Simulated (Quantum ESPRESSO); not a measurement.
# Effort and miss along a sweep of K_POINTS: SrAsO3 (Pm-3m, 5 atoms in the cell)

```
SrAsO3
1.0
    3.90333     0.00000     0.00000
    0.00000     3.90333     0.00000
    0.00000     0.00000     3.90333
Sr As O
1 1 3
Direct
  0.00000   0.00000   0.00000
  0.50000   0.50000   0.50000
  0.50000   0.50000   0.00000
  0.00000   0.50000   0.50000
  0.50000   0.00000   0.50000
```

Level of theory: PBEsol, PseudoDojo standard norm-conserving (PBESOL) pseudopotentials (plane waves; Quantum ESPRESSO 7.5).

Base settings: ecutwfc = 85 Ry; occupations = smearing; smearing = cold; degauss = 0.0147 Ry; potentials = {Sr: Sr.upf, As: As.upf, O: O.upf}; K_POINTS = automatic 6 6 6 0 0 0; conv_thr = 1e-10 Ry.

Misses are taken against the tightest run, automatic 13 13 13 0 0 0, which need not be fully converged itself. The energy is the free energy per atom.

The count of work is k-points × plane waves × bands × iterations; it is no time, and leaves out set-up, grids and terms that scale otherwise. Core times come from one kind of shared machine and are given to one figure; runs under 30 s give none.

The starting cell comes from a database of computed structures (which also holds hypothetical and non-ambient phases and stackings), without a prior relaxation at this level. Its lattice was rescaled by a random factor within 2.5 % of one.

The runs (K_POINTS): automatic 1 1 1 0 0 0 | automatic 2 2 2 0 0 0 | automatic 3 3 3 0 0 0 | automatic 4 4 4 0 0 0 | automatic 5 5 5 0 0 0 | automatic 6 6 6 0 0 0 | automatic 7 7 7 0 0 0 | automatic 8 8 8 0 0 0 | automatic 9 9 9 0 0 0 | automatic 11 11 11 0 0 0 | automatic 13 13 13 0 0 0.

Problem. Which is the coarsest setting among those run that, with all tighter ones, holds the energy within 10 meV/atom of the reference, and what does it save?

Solution. automatic 6 6 6 0 0 0, off by 2.1 meV/atom; it needs 0.26 of the reference's count of work and about 0.4 of the reference's time.

Problem. What does the step from automatic 2 2 2 0 0 0 to automatic 4 4 4 0 0 0 buy?

Solution. It takes the miss in the energy from 65 to 20 meV/atom, for 2.5 times the count of work.

```tsv
K_POINTS	energy less reference (meV/atom)	pressure less reference (GPa)	count of work / reference	core time / reference (rough)
automatic 1 1 1 0 0 0	469.37	38.49	0.0097	–
automatic 2 2 2 0 0 0	65.36	0.49	0.048	–
automatic 3 3 3 0 0 0	58.58	0.35	0.052	–
automatic 4 4 4 0 0 0	-19.62	-0.11	0.12	–
automatic 5 5 5 0 0 0	13.53	0.14	0.12	–
automatic 6 6 6 0 0 0	2.07	0.05	0.26	0.4
automatic 7 7 7 0 0 0	-0.60	0.00	0.26	0.3
automatic 8 8 8 0 0 0	1.05	0.00	0.42	0.4
automatic 9 9 9 0 0 0	1.27	0.02	0.42	0.4
automatic 11 11 11 0 0 0	0.35	0.01	0.67	0.8
automatic 13 13 13 0 0 0	0.00	0.00	1.0	1
```

Left out of this page: 1 run of the series outside the window shown, repeating another row's setting, or not comparable.
